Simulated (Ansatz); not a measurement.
Output of an Ansatz run (abridged):

```
WARN ansatz: RAYON_NUM_THREADS=1 ignored (pool sized by the plan → 1); use --threads N
Pseudopotentials: kind: paw
Pseudopotential: Zn, paw, valence charge 12
Pseudopotential: Sb, paw, valence charge 15
Crystal: 6 atoms, lattice volume = 148.440 Å³
Basis set: ecut = 420.4159175005146 eV, 2895 PW (Γ)
Bands: 51, of which v1, the nominal top of the filled ones, is band 42 counted from 1 (41 counted from 0)
Symmetry: 8 space group operations
Space group: P-4n2 (ITA 118), of the structure as read, at distance tolerance 5.3e-5 Å
k-points: 30 of 128 (time reversal used)
PAW frozen core: Zn, regenerated for the run's functional, and the local potential with it
PAW frozen core: Sb, regenerated for the run's functional, and the local potential with it
Initial density: superposition of atomic densities (neutral atoms: chi_scale 0, normalization atom), corrected by the library's trained network
Initial wavefunctions: pseudopotential atomic-orbital guess
Eigensolver: davidson
Functional: x = slater, c = lda
SCF iter   1: F=—  HF=-31835.155603 eV  |F-HF|=—  |Δ(HF+E_count)|=         —  Δρ=6.45e-3  dr2=3.37e-2  ethr=1.77e-3  ⟨swp⟩=8.7  Hψ=7059  notcnv=0  defer=7
all-band conjugate gradients solve this SCF's bands
preconditioner: auto → Kerker (q_TF=auto, 2.481 Å⁻¹)
SCF iter   2: F=—  HF=-31835.144679 eV  |F-HF|=—  |Δ(HF+E_count)|=   1.09e-2  Δρ=3.41e-3  dr2=1.34e-2  ethr=4.01e-5  ⟨swp⟩=2.1  Hψ=2774  notcnv=0  defer=10
SCF iter   3: F=—  HF=-31835.141359 eV  |F-HF|=—  |Δ(HF+E_count)|=   3.32e-3  Δρ=1.69e-3  dr2=2.30e-3  ethr=1.59e-5  ⟨swp⟩=3.0  Hψ=2705  notcnv=0  defer=10
SCF iter   4: F=—  HF=-31835.139996 eV  |F-HF|=—  |Δ(HF+E_count)|=   1.36e-3  Δρ=4.70e-4  dr2=5.53e-4  ethr=2.73e-6  ⟨swp⟩=2.0  Hψ=2004  notcnv=0  defer=10
SCF iter   5: F=—  HF=-31835.139826 eV  |F-HF|=—  |Δ(HF+E_count)|=   1.70e-4  Δρ=1.38e-4  dr2=5.60e-5  ethr=6.59e-7  ⟨swp⟩=3.0  Hψ=2732  notcnv=0  defer=10
SCF iter   6: F=—  HF=-31835.139802 eV  |F-HF|=—  |Δ(HF+E_count)|=   2.39e-5  Δρ=4.92e-5  dr2=5.01e-6  ethr=6.67e-8  ⟨swp⟩=2.3  Hψ=2263  notcnv=0  defer=10
SCF iter   7: F=—  HF=-31835.139801 eV  |F-HF|=—  |Δ(HF+E_count)|=   8.27e-7  Δρ=1.50e-5  dr2=5.18e-7  ethr=5.96e-9  ⟨swp⟩=2.0  Hψ=2684  notcnv=0  defer=10
SCF iter   8: F=-31835.139801 eV  HF=-31835.139801 eV  |F-HF|=4.02e-8  |Δ(HF+E_count)|=   1.18e-7  Δρ=4.65e-6  dr2=5.83e-8  ethr=1.19e-10  ⟨swp⟩=10.4  Hψ=6628  notcnv=0
SCF 1 converged in 8 iterations: F = -31835.139801 eV  dr2 = 5.83e-8
SCF converged after 8 iterations
Free energy (F): -31835.139801 eV
Harris-Foulkes:  -31835.139801 eV  (|F-HF|=4.02e-8)
Internal energy: -31835.129847 eV  (E = F + TS)
E sigma→0 (E₀):  -31835.134824 eV
Entropy (-TS):   -0.009954 eV (-1.659 meV/atom)
Fermi energy:    9.843332 eV
--- Per-component energies (eV) ---
  E_band       = -587.688471
  E_kinetic    = 1097.157103
  E_local      = -9529.865659  (includes V_loc(G=0)·N_el)
  E_nonlocal   = 2696.116817
  E_hartree    = 4209.882268
  E_xc         = -823.134350
  E_vxc        = -497.083208  (∫ρ·V_xc dr)
  E_paw        = -21216.680033  (= ΣΔE_a)
  E_vpaw       = -2773.775728  (= ΣTr[D̂ρ^β])
  E_aug_tail   = -0.000744  (compensation charges beyond the density's cutoff)
  E_ewald      = -8273.954828
  E_core_change = 5.349577  (= ΣΔE_core)
  E_smearing   = -0.009954  (= −TS)
  E_closure    = -0.000000  (closes the sum)
  Σ components = -31835.139801   (vs F -31835.139801, Δ=0.00e0)
--- Forces (eV/Å), atoms counted from 1 ---
  atom   1  Zn     0.00000000     0.00000000     0.00000000
  atom   2  Zn     0.00000000    -0.00000000     0.00000000
  atom   3  Sb    -0.01746589    -0.01746589    -0.00000000
  atom   4  Sb    -0.01746589     0.01746589     0.00000000
  atom   5  Sb     0.01746589     0.01746589     0.00000000
  atom   6  Sb     0.01746589    -0.01746589     0.00000000
  max |Σ_I F_I| component: 7.98e-17 eV/Å
--- Stress (GPa, compression-positive) ---
       -1.638225       0.000000      -0.000000
        0.000000      -1.638225       0.000000
       -0.000000       0.000000      -3.749479
  P = ⅓ Tr σ = -2.3420 GPa (-23.420 kbar)
  The stress holds the Pulay correction. Without it, at fixed plane waves, as pw.x and ABINIT print it: P = -2.3841 GPa
--- Band table (eV; the first three rows and the last of 30) ---
  k-point 0: bands = ["-19.1167", "-19.1143", "-19.0103", "-19.0103", "-19.0012", "-18.9967", "-18.9535", "-18.9514", "-18.9514", "-18.9501", "-18.9381", "-18.9381", "-18.9126", "-18.9126", "-18.9089", "-18.9041", "-18.8898", "-18.8841", "-18.8528", [...]
  k-point 1: bands = ["-19.1058", "-19.1035", "-19.0069", "-19.0026", "-18.9931", "-18.9931", "-18.9510", "-18.9510", "-18.9469", "-18.9440", "-18.9425", "-18.9425", "-18.9180", "-18.9180", "-18.9136", "-18.9094", "-18.8891", "-18.8837", "-18.8523", [...]
  k-point 2: bands = ["-19.0828", "-19.0806", "-19.0202", "-19.0169", "-18.9548", "-18.9548", "-18.9523", "-18.9523", "-18.9481", "-18.9481", "-18.9313", "-18.9306", "-18.9303", "-18.9303", "-18.9193", "-18.9191", "-18.8873", "-18.8831", "-18.8511", [...]
  k-point 29: bands = ["-19.0573", "-19.0573", "-19.0377", "-19.0377", "-18.9706", "-18.9701", "-18.9516", "-18.9496", "-18.9472", "-18.9469", "-18.9429", "-18.9429", "-18.8918", "-18.8907", "-18.8885", "-18.8885", "-18.8830", "-18.8830", [...]
```

The structure:

```xyz
6
Lattice="6.7998 0.0000 0.0000 0.0000 6.7998 0.0000 0.0000 0.0000 3.2104" Properties=species:S:1:pos:R:3 pbc="T T T"
Zn     3.3999     3.3999     1.6052
Zn     0.0000     0.0000     0.0000
Sb     5.7995     2.3996     0.8026
Sb     2.3996     1.0003     2.4078
Sb     1.0003     4.4002     0.8026
Sb     4.4002     5.7995     2.4078
```

Question: What input produced this log?

Answer: Other spellings and defaults could give the same log, and not every line can be read from it. The input that was run (DFT, LDA (PW92), plane waves, default PAW files made with PBE):

Ansatz 0.2 input:
```yaml
# ZnSb2
crystal:
  lattice:
    - [6.799810, 0.000000, 0.000000]
    - [0.000000, 6.799810, 0.000000]
    - [0.000000, 0.000000, 3.210387]
  atoms:
    - { symbol: Zn, position: [0.500000, 0.500000, 0.500000] }
    - { symbol: Zn, position: [0.000000, 0.000000, 0.000000] }
    - { symbol: Sb, position: [0.852890, 0.352890, 0.250000] }
    - { symbol: Sb, position: [0.352890, 0.147110, 0.750000] }
    - { symbol: Sb, position: [0.147110, 0.647110, 0.250000] }
    - { symbol: Sb, position: [0.647110, 0.852890, 0.750000] }
basis:
  ecutwfc: 30.9 Ry
kpoints:
  mp_grid: { grid: [4, 4, 8] }
hamiltonian:
  xc: lda
  pseudopotentials: { kind: paw }
scf:
  occupations: { method: gaussian, width: 0.0073 Ry }
output:
  forces: true
  eigenvalues: true
  stress: true
```

The starting cell comes from a database of computed structures (which also holds hypothetical and non-ambient phases and stackings), without a prior relaxation at this level. Its lattice was rescaled by up to half a per cent. Spin-orbit coupling is off. Ansatz's pressure includes its estimate of the finite-basis (Pulay) stress. The run gives no clean gap (levels at the Fermi energy touch, overlap or are partly filled at this smearing), which alone does not show that the compound is a metal.

Ansatz is a program for electronic structure.
